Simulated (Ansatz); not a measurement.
The reference is BaS in the rock salt structure (space group Fm-3m, No. 225; a = 6.331 Å). Axes: x, y, z lie along the cube axes.

The values are results of PBEsol in Ansatz (plane waves to 420 eV, PAW, no spin-orbit coupling), not measurements.

Strains are applied to the cell and any free atomic positions relax.

One change was made to it. Results:

```tsv
quantity	base	after
energy relative to the base (free energy F)	0 meV/atom	+0.5 meV/atom
band gap	2.04 eV	2.02 eV
```

Task: Which change produced these results?
(A) tensor shear ε_xy = +2.00 %
(B) tensor shear ε_xy = +1.71 %
(C) tensor shear ε_xy = +0.86 %

Result: C, tensor shear ε_xy = +0.86 %. For comparison, the energy relative to the base in the other runs: tensor shear ε_xy = +1.71 % gives +2.1 meV/atom; tensor shear ε_xy = +2.00 % gives +2.9 meV/atom.

Stability against distortions was not tested.

Ansatz is a program for electronic structure.
